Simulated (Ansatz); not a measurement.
System: SnO2 (P4₂/mnm, No. 136, 6 atoms in the cell; start mp-550172). Method: PBE in Ansatz (plane waves, PAW).

Settings: plane-wave cutoff 500 eV, 8×8×12 k mesh (along the axes of the cell as run), Fermi–Dirac smearing 0.05 eV, scalar-relativistic PAW data made under PBE.

Cell (relaxed at this level):

Space group P4₂/mnm (No. 136); a = 4.8277 Å, b = 4.8277 Å, c = 3.2380 Å, α = 90.00°, β = 90.00°, γ = 90.00°

```
atom  site  symmetry       x       y       z
----  ----  --------  ------  ------  ------
Sn      2a      m.mm  0.0000  0.0000  0.0000
O       4f      m.2m  0.3066  0.3066  0.0000
```

**Question.** What does this level give for the band gap?

**Answer.** 
- band gap: 0.68 eV (on the SCF k mesh)

Note: the relaxation could not lower the start's symmetry, so the cell can be a saddle point above a distorted one.

Spin–orbit coupling is not included.

The computed numbers hold no vibrational or temperature effects.

The result took around 90 core-seconds (rough).

A start named mp-… is a Materials Project structure, which need not be a measured phase.

Ansatz is an electronic-structure program.
